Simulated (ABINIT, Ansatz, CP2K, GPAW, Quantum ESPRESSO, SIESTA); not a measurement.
Code comparison for Ba₂PdO₃ (Immm, 6 atoms in the cell)

Self-consistent single point, at a second geometry (lattice scaled by 0.98). First geometry:

```yaml
crystal:
  lattice:
    - [-1.93974, 2.05751, 6.68574]
    - [1.93974, -2.05751, 6.68574]
    - [1.93974, 2.05751, -6.68574]
  atoms:
    - { symbol: Ba, position: [0.64529, 0.64529, 0.00000] }
    - { symbol: Ba, position: [0.35471, 0.35471, 0.00000] }
    - { symbol: Pd, position: [0.00000, 0.00000, 0.00000] }
    - { symbol: O, position: [0.84579, 0.84579, 0.00000] }
    - { symbol: O, position: [0.15421, 0.15421, 0.00000] }
    - { symbol: O, position: [0.50000, 0.00000, 0.50000] }
```

Shared settings, as Ansatz (an electronic-structure program) writes them: kpoints.mp_grid.grid = 6 6 6; scf.occupations.method = fermi_dirac; scf.occupations.width = 0.1 eV. Potentials and cutoffs stand in the table.

```json
[
 {"code": "ABINIT", "model": "PBEsol, PAW (JTH v2.0 PBE PAW, files made for PBE)", "ΔF from the first geometry (meV/atom)": "-0.7", "pressure (GPa)": "3.04", "largest force (eV/Å)": "0.198", "cutoff": "48 Ry"},
 {"code": "SIESTA", "model": "GGA PBEsol, numerical atomic orbitals TZP, PseudoDojo PBEsol standard norm-conserving potentials (rewritten from UPF to PSML)", "ΔF from the first geometry (meV/atom)": "8.8", "pressure (GPa)": "4.25", "largest force (eV/Å)": "0.638", "cutoff": "grid 400 Ry"},
 {"code": "CP2K", "model": "PBEsol, GPW, DZVP-MOLOPT-PBE-GTH basis, GTH-PBE potentials (POTENTIAL_UZH)", "ΔF from the first geometry (meV/atom)": "16.6", "pressure (GPa)": "6.19", "largest force (eV/Å)": "0.388", "cutoff": "grid 500 Ry"},
 {"code": "Ansatz", "model": "PBEsol, PAW files made with PBE", "ΔF from the first geometry (meV/atom)": "-8.0", "pressure (GPa)": "1.71", "largest force (eV/Å)": "0.302", "cutoff": "default"},
 {"code": "Quantum ESPRESSO", "model": "PBEsol, GBRV 1.5 ultrasoft (PBESOL) pseudopotentials", "ΔF from the first geometry (meV/atom)": "1.6", "pressure (GPa)": "3.58", "largest force (eV/Å)": "0.371", "cutoff": "40 Ry"},
 {"code": "GPAW", "model": "PBEsol, GPAW PAW datasets PBEsol (made by gpaw-setup)", "ΔF from the first geometry (meV/atom)": "1.8", "pressure (GPa)": "–", "largest force (eV/Å)": "0.331", "cutoff": "950 eV"}
]
```

Size of the force on each atom (eV/Å): Sizes of forces hide their directions.

| code | Ba1 | Ba2 | Pd3 | O4 | O5 | O6 |
|---|---|---|---|---|---|---|
| ABINIT | 0.059 | 0.059 | 0.000 | 0.198 | 0.198 | 0.000 |
| SIESTA | 0.486 | 0.486 | 0.000 | 0.638 | 0.638 | 0.000 |
| CP2K | 0.067 | 0.067 | 0.000 | 0.388 | 0.388 | 0.000 |
| Ansatz | 0.043 | 0.043 | 0.000 | 0.302 | 0.302 | 0.000 |
| Quantum ESPRESSO | 0.062 | 0.062 | 0.000 | 0.371 | 0.371 | 0.000 |
| GPAW | 0.058 | 0.058 | 0.000 | 0.331 | 0.331 | 0.000 |

A dash marks a value that a program does not give, or that is left out as unsure.

On Ansatz's run: spin polarisation is off.

The spread over the programs that give each value: ΔF from the first geometry within 24.6 meV/atom; pressure within 4.48 GPa; largest force within 0.440 eV/Å.

SIESTA and CP2K use small atom-centred bases, whose incompleteness enters pressures, forces and empty levels differently from a plane-wave cutoff. Ansatz's pressure is given at a fixed set of plane waves, as the other plane-wave codes print theirs; with its correction for the finite basis it is 2.01 GPa (the shift of 0.30 GPa shows how far the cutoff is from converged). The pressure of GPAW is left out: its cutoff lies under the one at which its stress was checked. In the pressure, SIESTA (by 1.21), CP2K (by 3.15) and Ansatz (by 1.32) lie more than 1 GPa from the median of the plane-wave programs. In the force vectors, ABINIT (by 0.119) and SIESTA (by 0.545) lie more than 0.08 eV/Å from the median of the plane-wave programs.

The starting cell comes from a database of computed structures (which also holds hypothetical and non-ambient phases and stackings), without a prior relaxation at this level. For this run, on top of that: lattice scaled by 0.98.

Keys are those of Ansatz 0.2.
